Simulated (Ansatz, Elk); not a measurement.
An Elk input for a self-consistent single point of La₂O₃ (P-3m1, 5 atoms in the cell) (DFT, PBE, all-electron FP-LAPW, Elk's shipped species files, default APW+lo basis):

```
tasks
  0

xctype
  20

rmtscf
  0.89

swidth
  0.000734986

maxscl
  100

avec
    3.5680429757   -6.1800317175    0.0000000000
    3.5680429757    6.1800317175    0.0000000000
    0.0000000000    0.0000000000   11.1025888473

atoms
  2
  'La.in'
  2
  0.3333333333  0.6666666667  0.2470000000    0.0 0.0 0.0
  0.6666666667  0.3333333333  0.7530000000    0.0 0.0 0.0
  'O.in'
  3
  0.0000000000  0.0000000000  0.0000000000    0.0 0.0 0.0
  0.3333333333  0.6666666667  0.6470000000    0.0 0.0 0.0
  0.6666666667  0.3333333333  0.3530000000    0.0 0.0 0.0

ngridk
  7 7 4
```

Problem. Write the same calculation as an input for Ansatz (a program for electronic structure).

Solution. One input that does it (others would too):

Ansatz 0.2 input:
```yaml
crystal:
  lattice:
    - [1.888127, -3.270332, 0.000000]
    - [1.888127, 3.270332, 0.000000]
    - [0.000000, 0.000000, 5.875237]
  atoms:
    - { symbol: La, position: [0.333333, 0.666667, 0.247000] }
    - { symbol: La, position: [0.666667, 0.333333, 0.753000] }
    - { symbol: O, position: [0.000000, 0.000000, 0.000000] }
    - { symbol: O, position: [0.333333, 0.666667, 0.647000] }
    - { symbol: O, position: [0.666667, 0.333333, 0.353000] }
basis:
  ecutwfc: 420.0
kpoints:
  mp_grid:
    grid: [7, 7, 4]
hamiltonian:
  xc: pbe
  pseudopotentials:
    kind: paw
scf:
  occupations:
    method: fermi_dirac
    width: 0.02
output:
  forces: true
  eigenvalues: true
  stress: true
```

Basis settings and potentials, where a program has them, do not carry over. This input uses DFT, PBE, plane waves, default PAW files.

The starting cell has typed, rounded lattice constants, without a prior relaxation at this level. Its lattice was rescaled by a random factor within 2.5 % of one. For this run, on top of that: lattice scaled by 0.98.
